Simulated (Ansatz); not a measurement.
A stack in vacuum: 4 layers of graphene, started at parallel, no shift (facing C atop C, which symmetry holds and which is mostly a maximum against sliding).

These are PBE+D3(BJ) (plane waves to 420 eV, PAW; Ansatz, a first-principles code) values and carry that method's errors. Spin–orbit coupling is left out. Its k-point mesh 21×21×1, Fermi–Dirac width 0.05 eV. A dipole correction is on.

### Question
Predict its spacing.

### Answer
| Quantity | Value |
|---|---|
| gap between facing atomic planes | 3.58, 3.59, 3.60 Å |
| step of the vacuum level across the stack (top less bottom) | 0.00 eV |
| work functions of the lower and upper faces | 4.27 and 4.27 eV |
